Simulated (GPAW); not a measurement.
Density of states of TiOs (Pm-3m, 2 atoms in the cell).

```yaml
crystal:
  lattice:
    - [3.08000, 0.00000, 0.00000]
    - [0.00000, 3.08000, 0.00000]
    - [0.00000, 0.00000, 3.08000]
  atoms:
    - { symbol: Os, position: [0.00000, 0.00000, 0.00000] }
    - { symbol: Ti, position: [0.50000, 0.50000, 0.50000] }
```

Method of the run: PBEsol, GPAW PAW datasets PBEsol (made by gpaw-setup) (plane waves; GPAW).

SCF settings: mode = pw; ecut = 800 eV; xc = PBEsol; kpts = 7 7 7; mesh shift (steps) = 0 0 0; occupations.name = methfessel-paxton; occupations.width = 0.136 eV; occupations.order = 1; nbands = -6; symmetry.symmorphic = false; symmetry.tolerance = 0.0005; maxiter = 100. Keys of the DOS step: dos_kpts = 11 11 11; dos_width = 0.3 eV.

The starting cell comes from a database of published, mostly measured structures (it also holds non-ambient and calculated ones), without a prior relaxation at this level. Spin-orbit coupling is off. Spin polarisation is off.

Total DOS (both spins), as means of the tabulated values in each energy bin; the zero is the program's Fermi level or highest filled level, and the curve is cut to this window:

```
E (eV) | states/eV/cell
    -7.75 | # 0.12
    -7.25 | ## 0.16
    -6.75 | ## 0.24
    -6.25 | ### 0.32
    -5.75 | ####### 0.65
    -5.25 | ############# 1.31
    -4.75 | ################# 1.64
    -4.25 | ####################### 2.21
    -3.75 | ####################### 2.29
    -3.25 | ########################### 2.62
    -2.75 | ############################ 2.77
    -2.25 | ########################### 2.66
    -1.75 | ############################## 2.95
    -1.25 | ###################### 2.13
    -0.75 | ############# 1.24
    -0.25 | ###### 0.59
     0.25 | ##### 0.48
     0.75 | ############### 1.43
```

Around zero the curve holds about 0.5 states/eV/cell.
